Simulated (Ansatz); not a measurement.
Start from Al$_{2}$Au (space group Fm-3m, No. 225; a = 6.002 Å).

The change: every Au is replaced by Pt, then cell and atoms are relaxed.

Levels (all Ansatz, an electronic-structure program, PAW): PBEsol (420 eV, scalar-relativistic without spin-orbit coupling); PBEsol+SOC (420 eV, spin-orbit coupling included).

The geometry is relaxed with PBEsol.

PBEsol pressure: 0.0 GPa

Problem. Predict the pressure from PBEsol+SOC.

Solution. The pressure goes from zero to -0.5 GPa.

Single points use the geometry relaxed with PBEsol. Differences between runs with and without spin-orbit coupling are approximate. Stability against distortions was not tested. The runs without spin-orbit coupling are not spin-polarised.
